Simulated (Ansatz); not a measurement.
W3N (model structure, started from the D03 type, Fm-3m, No. 225, 4 atoms in the cell) was calculated with LDA (Ansatz, a first-principles code, plane waves, PAW).

Settings: plane-wave cutoff 520 eV, 14×14×14 k mesh, Fermi–Dirac smearing 0.05 eV, no spin polarisation, scalar-relativistic PAW data made under PBE.

Cell (relaxed at this level):

```cif
data_NW3
_chemical_formula_sum 'N1 W3'
_space_group_name_H-M_alt 'P 1'
_space_group_IT_number 1
_cell_length_a 4.26043
_cell_length_b 4.26043
_cell_length_c 4.26043
_cell_angle_alpha 60.000
_cell_angle_beta 60.000
_cell_angle_gamma 60.000
loop_
_space_group_symop_operation_xyz
  'x, y, z'
loop_
_atom_site_label
_atom_site_type_symbol
_atom_site_fract_x
_atom_site_fract_y
_atom_site_fract_z
_atom_site_occupancy
N1 N 0.00000 0.00000 0.00000 1
W1 W 0.50000 0.50000 0.50000 1
W2 W 0.25000 0.25000 0.25000 1
W3 W 0.75000 0.75000 0.75000 1
```

Question: Give the computed bulk modulus B0.

Answer: 
* **bulk modulus B0**: 273 GPa

Note: the run has no spin polarisation, so it can have missed a magnetic state; the bulk modulus is −V dP/dV from two relaxed cells at ±2 % in volume; the relaxation could raise the start's symmetry but not lower it, so the cell can be a saddle point.

Spin–orbit coupling is not included; it can open a gap where bands touch, and shift volumes and moduli.

Static lattice: no zero-point or thermal effects.

Computing time: around 100 core-seconds (rough).

A model structure was made by putting elements into a prototype or built by hand; it is no filed structure, need not be a known phase, and can be a saddle point held by its symmetry.
